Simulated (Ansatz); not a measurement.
The parent structure is Sn in the diamond structure (space group Fd-3m, No. 227; a = 6.566 Å). Axes: x, y, z lie along the cube axes.

Level of theory: Kohn–Sham DFT with the r2SCAN functional, run in Ansatz (an electronic-structure program) with PAW and 500 eV plane waves, no SOC.

Now apply this change: a pure shear with ε_xy = ε_yx = 0.0114, atoms relaxed at fixed cell.

Task: What happens to the largest internal atomic displacement?

Result: The largest internal atomic displacement amounts to 0.012 Å.

Task: Estimate the effect on the energy relative to the base.

Result: The energy increases by 1.8 meV/atom.

The cells carry an imposed strain or load. Stability against distortions was not tested.
